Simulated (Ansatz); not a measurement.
The parent structure is Lu in the hcp (Mg type) structure (space group P6_3/mmc, No. 194; a = 3.506 Å, c = 5.482 Å; relaxed with 0.1 eV smearing).

Calculations: Ansatz (a quantum-chemistry and plane-wave program) PBE, no spin-orbit coupling.

For the base:

- Pressure = 0.0 GPa
- Band gap = zero

One thing is altered: the cell is scaled by 0.9850 in all directions, atoms relaxed at fixed cell.

Q: Estimate the effect on the energy relative to the base.

A: The energy grows by 8.8 meV/atom.

Q: How does this affect the pressure?

A: The pressure (mean of the normal stresses, compression positive) goes from zero to 2.2 GPa.

Q: What happens to the band gap?

A: The band gap is still zero.

The cells carry an imposed strain or load. Stability against distortions was not tested.
